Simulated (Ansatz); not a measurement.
The parent structure is ZrSe2 in the CdI2 type structure (space group P-3m1, No. 164; a = 3.735 Å, c = 6.032 Å; layered, stacked along the Cartesian z axis).

All numbers come from Kohn–Sham DFT with the PBE-D3(BJ) functional, run in Ansatz (a first-principles code) with PAW and 420 eV plane waves, no SOC.

Now apply this change: every lattice vector is shortened by 2.00 %; the atoms relax in the strained cell.

Predict the new largest internal atomic displacement and energy relative to the base.

The largest internal atomic displacement is 0.057 Å; the energy grows by 11 meV/atom.

No phonon test of stability was made. The final runs are not spin-polarised.
